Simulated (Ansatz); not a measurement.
Defect: interstitial Cu in diamond, charge state +1. Computed with PBE, PAW (plane waves to 420 eV; Ansatz, a first-principles code).

64-site cell at the relaxed PBE lattice, a 2×2×2 k-point mesh shifted by half a step, smearing 0.01 eV, spin-restricted, no finite-size correction. No zero-point or tunnelling terms. The host's phase is taken as given; its stability against other phases was not computed. The charge state is imposed; whether it is stable for some Fermi level was not computed. Sites that were not tried may lie lower.

Barriers: single points on a 3×3×3 k-point mesh shifted by half a step at the bands' geometries.

Relaxed starting cell (atoms counted from 1):

```
CuC64
1.0
    7.14310     0.00000     0.00000
    0.00000     7.14310     0.00000
    0.00000     0.00000     7.14310
C Cu
64 1
Direct
  0.99995   0.99984   0.26966
  0.00005   0.00010   0.73298
  0.00003   0.49998   0.25365
  0.00001   0.50001   0.74912
  0.50004   0.99998   0.25367
  0.50003   0.00001   0.74910
  0.50001   0.49995   0.25132
  0.50003   0.50003   0.75145
  0.12648   0.37877   0.12785
  0.12558   0.37722   0.62413
  0.14024   0.85948   0.14199
  0.12648   0.87356   0.62261
  0.62286   0.37714   0.12690
  0.62503   0.37497   0.62639
  0.62121   0.87346   0.12788
  0.62282   0.87446   0.62423
  0.00013   0.26835   0.00128
  0.00002   0.25226   0.50134
  0.99995   0.73165   0.00149
  0.00000   0.74772   0.50142
  0.50003   0.25227   0.00136
  0.50006   0.24991   0.50133
  0.49999   0.74769   0.00141
  0.49999   0.75006   0.50141
  0.12644   0.12640   0.38011
  0.14061   0.14076   0.86080
  0.12556   0.62283   0.37856
  0.12644   0.62124   0.87497
  0.62288   0.12553   0.37851
  0.62125   0.12643   0.87493
  0.62500   0.62499   0.37639
  0.62283   0.62283   0.87583
  0.26847   0.00005   0.00140
  0.25229   0.99999   0.50134
  0.25228   0.49999   0.00137
  0.24991   0.50003   0.50135
  0.73175   0.99990   0.00141
  0.74771   0.99999   0.50138
  0.74771   0.49997   0.00138
  0.75008   0.49998   0.50138
  0.37498   0.37497   0.37637
  0.37723   0.37721   0.87581
  0.37720   0.87444   0.37857
  0.37881   0.87353   0.87493
  0.87449   0.37715   0.37853
  0.87354   0.37877   0.87491
  0.87349   0.87349   0.38023
  0.85942   0.85959   0.86114
  0.24987   0.24982   0.25122
  0.25691   0.25692   0.74440
  0.25682   0.74319   0.25819
  0.24985   0.75017   0.75156
  0.74330   0.25674   0.25811
  0.75016   0.24986   0.75151
  0.75012   0.75009   0.25127
  0.74321   0.74319   0.74462
  0.37886   0.12645   0.12788
  0.37723   0.12555   0.62413
  0.37719   0.62279   0.12693
  0.37496   0.62501   0.62641
  0.85954   0.14012   0.14177
  0.87354   0.12648   0.62257
  0.87349   0.62116   0.12788
  0.87448   0.62280   0.62424
  0.00048   0.00014   0.00104
```
Cell charge +1.

End state 1 differs by these moves (Å; atoms that move under 0.08 Å are left out):

```
atom  element     Δx     Δy     Δz
----  -------  -----  -----  -----
1           C   0.11   0.11  -0.02
2           C   0.01   0.01   0.10
11          C   0.02   0.11  -0.11
15          C  -0.10   0.01  -0.01
17          C   0.01  -0.10  -0.01
19          C   0.11   0.02  -0.11
26          C  -0.11  -0.11   0.11
31          C  -0.05  -0.05   0.05
33          C  -0.10   0.01  -0.01
37          C   0.02   0.11  -0.11
47          C   0.01   0.01   0.10
48          C   0.11   0.11  -0.02
50          C  -0.05  -0.05   0.05
55          C  -0.11  -0.11   0.11
61          C   0.11   0.02  -0.11
63          C   0.01  -0.10  -0.01
65         Cu  -0.90  -0.89   0.90
```

Task: What is the computed forward and backward barriers to end state 1 (PBE, PAW)?

Result: forward 0.46 eV, backward 0.46 eV; at the saddle point atom 65 has neighbours 6 C at 1.73 Å. The saddle point's order was not checked, and it lies on a symmetry element of the cell, where a band can be held.
